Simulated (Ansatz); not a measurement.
## A computed series for Mg3Sb2: pressure series

Consider Mg3Sb2 (space group P-3m1, No. 164; a = 4.567 Å, c = 7.247 Å).

Cell and atoms are relaxed at each pressure.

Computed with Ansatz (an electronic-structure program) r2SCAN, scalar-relativistic without spin-orbit coupling.

Two rows of this table had their results exchanged by mistake.

| pressure | volume per atom (Å³) | shortest distance (Å) | band gap |
|---|---|---|---|
| pressure −2 GPa | 27.48 | 2.854 | 0.62 eV |
| pressure −1 GPa | 26.79 | 2.836 | 0.63 eV |
| pressure 0.3 GPa | 25.40 | 2.797 | 0.56 eV |
| pressure 0.7 GPa | 25.80 | 2.809 | 0.59 eV |
| pressure 1.5 GPa | 26.01 | 2.815 | 0.60 eV |
| pressure 3 GPa | 24.71 | 2.777 | 0.52 eV |
| pressure 5 GPa | 23.92 | 2.753 | 0.46 eV |
| pressure 7.5 GPa | 23.08 | 2.726 | 0.38 eV |
| pressure 10 GPa | 22.37 | 2.703 | 0.31 eV |

Problem. Which two?

Solution. The rows for pressure 0.3 GPa and pressure 1.5 GPa: the volume has to fall steadily with pressure, so 26.01 Å³ belongs to pressure 0.3 GPa and 25.40 Å³ to pressure 1.5 GPa.

With Sb present, leaving out spin-orbit coupling can change the band edges. Load acts through the strain it causes; cell and atoms are relaxed under it. Stability against distortions was not tested. Competing high-pressure phases were not computed.
